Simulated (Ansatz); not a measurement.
Base system: GaN in the zinc blende structure (space group F-43m, No. 216; a = 4.498 Å). Axes: x, y, z lie along the cube axes.

Method: Ansatz (a first-principles code), PBEsol, PAW, cutoff 420 eV, no spin-orbit coupling.

For the base:

```
Item                                        Result
-----------------------------  -------------------
Band gap                                   1.70 eV
Valence-band top at Γ          0.00, 0.00, 0.00 eV
Gap character                          direct at Γ
Shortest interatomic distance              1.948 Å
```

It is then changed as follows: a pure shear with ε_xy = ε_yx = 0.0057; the atoms relax in the strained cell.

How does this affect the band gap?

The band gap drops by 0.04 eV, from 1.70 eV to 1.66 eV.

Predict the new valence-band top at Γ.

The valence-band top at Γ (three highest levels, from the VBM) becomes 0.00, -0.04, -0.08 eV (base: 0.00, 0.00, 0.00 eV).

Predict the new gap character.

The gap character remains direct at Γ.

Predict the new stress.

The stress (xx, yy, zz, yz, xz, xy; compression positive) amounts to (0.01, 0.01, 0.00, 0.00, 0.00, -1.73) GPa.

What does the calculation give for the shortest interatomic distance after the change?

The shortest interatomic distance shrinks by 0.003 Å (1.948 Å → 1.945 Å).

Stability against distortions was not tested. This is not the structure that GaN has at room temperature and ambient pressure. Labels are those of the standard path for the cell's own space group.
